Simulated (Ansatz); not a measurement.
**Point defects in BAs**

Base system: a 24-atom supercell of BAs in the zinc blende structure (space group F-43m, No. 216) at its relaxed geometry.

```
CELL_PARAMETERS angstrom
      0.00000     4.76787     4.76787
      4.76787    -4.76787     4.76787
      4.76787     4.76787     0.00000
ATOMIC_POSITIONS crystal
  As 0.50000 0.25000 0.50000
  As 0.50000 0.25000 0.00000
  As 0.66667 0.58333 0.66667
  As 0.66667 0.58333 0.16667
  As 0.83333 0.91667 0.83333
  As 0.83333 0.91667 0.33333
  As 0.00000 0.25000 0.50000
  As 0.00000 0.25000 0.00000
  As 0.16667 0.58333 0.66667
  As 0.16667 0.58333 0.16667
  As 0.33333 0.91667 0.83333
  As 0.33333 0.91667 0.33333
  B  0.00000 0.00000 0.00000
  B  0.00000 0.00000 0.50000
  B  0.16667 0.33333 0.16667
  B  0.16667 0.33333 0.66667
  B  0.33333 0.66667 0.33333
  B  0.33333 0.66667 0.83333
  B  0.50000 0.00000 0.00000
  B  0.50000 0.00000 0.50000
  B  0.66667 0.33333 0.16667
  B  0.66667 0.33333 0.66667
  B  0.83333 0.66667 0.33333
  B  0.83333 0.66667 0.83333
```

One neutral defect a cell, atoms relaxed at fixed cell.

Method: PBEsol (Ansatz, an electronic-structure program, PAW, spin-orbit coupling left out).

```json
[
 {"variant": "perfect supercell", "pressure": "0.0 GPa", "largest displacement of a host atom from its site in the perfect cell": "–", "total moment of the cell": "–"},
 {"variant": "B vacancy, symmetric start", "pressure": "-0.8 GPa", "largest displacement of a host atom from its site in the perfect cell": "0.05 Å", "total moment of the cell": "0.0 μB"},
 {"variant": "Ru on a B site, symmetric start", "pressure": "6.1 GPa", "largest displacement of a host atom from its site in the perfect cell": "0.20 Å", "total moment of the cell": "0.2 μB"},
 {"variant": "As interstitial (started 1.95 Å from the nearest host atom), symmetric start", "pressure": "11.9 GPa", "largest displacement of a host atom from its site in the perfect cell": "0.35 Å", "total moment of the cell": "0.0 μB"},
 {"variant": "B interstitial (started 2.06 Å from the nearest host atom)", "pressure": "…", "largest displacement of a host atom from its site in the perfect cell": "…", "total moment of the cell": "…"},
 {"variant": "H interstitial (started 2.06 Å from the nearest host atom)", "pressure": "1.2 GPa", "largest displacement of a host atom from its site in the perfect cell": "0.02 Å", "total moment of the cell": "1.0 μB"}
]
```

### Question
Some entries are withheld; estimate them.

### Answer

- B interstitial (started 2.06 Å from the nearest host atom), pressure: 3.4 GPa
- B interstitial (started 2.06 Å from the nearest host atom), largest displacement of a host atom from its site in the perfect cell: 0.14 Å
- B interstitial (started 2.06 Å from the nearest host atom), total moment of the cell: 0.1 μB

The magnetic state is the one reached from the starting moments; the real material's order can differ, and small cells can't hold many antiferromagnetic ones. In so small a cell the defect repeats every few ångströms: this is an ordered compound, not a dilute defect. The mesh was chosen for an insulator and is coarse for the gapless case. Defects with a symmetric start kept the site's symmetry and may sit on a saddle; the others started slightly shaken. Starting moments died away, wholly or in part, for B vacancy, Ru on a B site, As interstitial (started 1.95 Å from the nearest host atom) and B interstitial (started 2.06 Å from the nearest host atom); another magnetic solution may exist.
